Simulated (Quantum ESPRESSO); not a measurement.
**Habitual settings against a tight run: VCu₃Se₂S₂ (Cmm2, 8 atoms in the cell)**

Self-consistent single point.

```yaml
crystal:
  lattice:
    - [3.87514, -3.95350, 0.00000]
    - [3.87514, 3.95350, 0.00000]
    - [0.00000, 0.00000, 5.54299]
  atoms:
    - { symbol: V, position: [0.00000, 0.00000, 0.99930] }
    - { symbol: Cu, position: [0.00000, 0.50000, 0.98592] }
    - { symbol: Cu, position: [0.50000, 0.00000, 0.98592] }
    - { symbol: Cu, position: [0.00000, 0.00000, 0.50801] }
    - { symbol: Se, position: [0.75040, 0.75040, 0.24489] }
    - { symbol: Se, position: [0.24960, 0.24960, 0.24489] }
    - { symbol: S, position: [0.76998, 0.23002, 0.76554] }
    - { symbol: S, position: [0.23002, 0.76998, 0.76554] }
```

Method: LDA (PZ), GBRV 1.5 ultrasoft (LDA) pseudopotentials (plane waves; Quantum ESPRESSO).

Base settings: ecutwfc = 50 Ry; ecutrho = 400 Ry; occupations = fixed; K_POINTS = automatic 4 4 4 1 1 1; nbnd = 55; conv_thr = 1e-10 Ry; mixing_beta = 0.7.

Tight run (finer mesh or higher cutoff; not a proven limit): ecutwfc: 50 Ry → 70 Ry; ecutrho: 400 Ry → 560 Ry; conv_thr: 1e-10 Ry → 7.3e-11 Ry; K_POINTS: automatic 4 4 4 1 1 1 → automatic 6 6 6 1 1 1. It gave top of the valence band (on the code's own zero) 6.32 eV; gap on the k-point mesh 1.00 eV; pressure -6.71 GPa; largest force (vector length) 0.721 eV/Å.

Quick runs, as changes from the base:
- A: the base itself
- B: ecutwfc: 50 Ry → 40 Ry; ecutrho: 400 Ry → 320 Ry; K_POINTS: automatic 4 4 4 1 1 1 → automatic 6 6 6 1 1 1
- C: ecutwfc: 50 Ry → 40 Ry; ecutrho: 400 Ry → 320 Ry; occupations: fixed → smearing; nbnd: 55 → default; K_POINTS: automatic 4 4 4 1 1 1 → automatic 2 2 2 1 1 1; smearing: default → marzari-vanderbilt; degauss: default → 0.0099958 Ry
- D: ecutwfc: 50 Ry → 25 Ry; ecutrho: 400 Ry → 200 Ry; occupations: fixed → smearing; nbnd: 55 → default; smearing: default → marzari-vanderbilt; degauss: default → 0.036749 Ry
- E: ecutwfc: 50 Ry → 25 Ry; ecutrho: 400 Ry → 200 Ry; occupations: fixed → smearing; nbnd: 55 → default; K_POINTS: automatic 4 4 4 1 1 1 → automatic 2 2 2 1 1 1; smearing: default → marzari-vanderbilt; degauss: default → 0.036749 Ry

Energies are extrapolated to zero smearing width, which holds to low order in the width alone (under cold and Methfessel-Paxton smearing the free energy itself is taken).

Dashes: gap of C, E, left out as unsure on this mesh or at this smearing; gap of D, no gap found.

Gaps are read on each run's own mesh, which may miss the band edges.

The count of work is k-points × plane waves × bands × iterations; it is no time. Core times come from one kind of shared machine and are given to one figure; runs under 30 s give none.

The starting cell comes from a database of computed structures (which also holds hypothetical and non-ambient phases and stackings), without a prior relaxation at this level. Its lattice was rescaled by a random factor within 2.5 % of one. In the base run, with a pressure of about -7 GPa the cell is away from its equilibrium volume at this level. The shifted mesh does not hold Γ, so a gap read on it misses any band edge there.

| run | energy less tight (meV/atom) | pressure less tight (GPa) | largest miss in a force vector (eV/Å) | gap on the mesh less tight (eV) | count of work / tight | core time / tight (rough) |
|---|---|---|---|---|---|---|
| A | 7.6 | -0.18 | 0.001 | 0.188 | 0.20 | 0.5 |
| B | 16.7 | 0.04 | 0.002 | 0.000 | 0.41 | 0.6 |
| C | 12.5 | -0.01 | 0.056 | – | 0.024 | 0.2 |
| D | 2962.8 | -138.25 | 0.078 | – | 0.064 | 0.1 |
| E | 2932.5 | -136.76 | 0.046 | – | 0.010 | 0.06 |

Among the runs at the tight run's level, the energy misses run from 7.6 to 2962.8 meV/atom.

Left out of this page: 1 run of the series outside the window shown, repeating another row's setting, or not comparable.
